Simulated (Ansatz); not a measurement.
(10,10) MoS2 nanotube

Levels: PBE (plane waves to 420 eV, PAW; Ansatz, a program for electronic structure); PBE with spin-orbit coupling in Ansatz. Unmarked values and the geometry are of the first. Mesh 1×1×10. No spin polarisation, so a magnetic state wasn't tested. Isolated but for its images some 11 Å away. An idealised model, rolled from the flat sheet. Symmetry and one short period hold its shape; lower forms weren't sought. Values not marked SOC lack spin–orbit coupling. Buckling under compression is shut out by symmetry and the short period.

| Quantity | Result |
|---|---|
| period along the axis (60 atoms) | 3.198 Å |
| mean diameter | 18.21 Å |
| radii of the innermost and outermost atoms | 7.56 and 10.62 Å |
| energy over the flat sheet | +159 meV/atom |
| PBE gap | 0.93 eV, indirect, from k = 0.094 × 2π/c to k = 0.323 × 2π/c |
| electron mass along the axis (PBE) | 0.48 mₑ |
| hole mass along the axis (PBE) | 2.0 mₑ |
| valence and conduction edges under the vacuum level (PBE) | 5.71 and 4.79 eV |
| PBE+SOC gap at this geometry | 0.92 eV |
| axial stiffness dF/dε | 623 nN |

```
CELL_PARAMETERS angstrom
     32.00000     0.00000     0.00000
      0.00000    32.00000     0.00000
      0.00000     0.00000     3.19753
ATOMIC_POSITIONS crystal
  Mo 0.78368 0.52877 0.50000
  S  0.73160 0.54686 0.00000
  S  0.82471 0.56930 0.00000
  S  0.70579 0.61613 0.50000
  Mo 0.76091 0.61502 0.00000
  S  0.78740 0.66625 0.50000
  Mo 0.71260 0.69002 0.50000
  S  0.65983 0.67404 0.00000
  S  0.72196 0.74692 0.00000
  S  0.59823 0.71491 0.50000
  Mo 0.64347 0.74641 0.00000
  S  0.63480 0.80343 0.50000
  Mo 0.56030 0.77869 0.50000
  S  0.52701 0.73475 0.00000
  S  0.53443 0.83023 0.00000
  S  0.45314 0.73160 0.50000
  Mo 0.47123 0.78368 0.00000
  S  0.43070 0.82471 0.50000
  Mo 0.38498 0.76091 0.50000
  S  0.38387 0.70579 0.00000
  S  0.33375 0.78740 0.00000
  S  0.32596 0.65983 0.50000
  Mo 0.30998 0.71260 0.00000
  S  0.25308 0.72196 0.50000
  Mo 0.25359 0.64347 0.50000
  S  0.28509 0.59823 0.00000
  S  0.19657 0.63480 0.00000
  S  0.26525 0.52701 0.50000
  Mo 0.22131 0.56030 0.00000
  S  0.16977 0.53443 0.50000
  Mo 0.21632 0.47123 0.50000
  S  0.26840 0.45314 0.00000
  S  0.17529 0.43070 0.00000
  S  0.29421 0.38387 0.50000
  Mo 0.23909 0.38498 0.00000
  S  0.21260 0.33375 0.50000
  Mo 0.28740 0.30998 0.50000
  S  0.34017 0.32596 0.00000
  S  0.27804 0.25308 0.00000
  S  0.40177 0.28509 0.50000
  Mo 0.35653 0.25359 0.00000
  S  0.36520 0.19657 0.50000
  Mo 0.43970 0.22131 0.50000
  S  0.47299 0.26525 0.00000
  S  0.46557 0.16977 0.00000
  S  0.54686 0.26840 0.50000
  Mo 0.52877 0.21632 0.00000
  S  0.56930 0.17529 0.50000
  Mo 0.61502 0.23909 0.50000
  S  0.61613 0.29421 0.00000
  S  0.66625 0.21260 0.00000
  S  0.67404 0.34017 0.50000
  Mo 0.69002 0.28740 0.00000
  S  0.74692 0.27804 0.50000
  Mo 0.74641 0.35653 0.50000
  S  0.71491 0.40177 0.00000
  S  0.80343 0.36520 0.00000
  S  0.73475 0.47299 0.50000
  Mo 0.77869 0.43970 0.00000
  S  0.83023 0.46557 0.50000
```
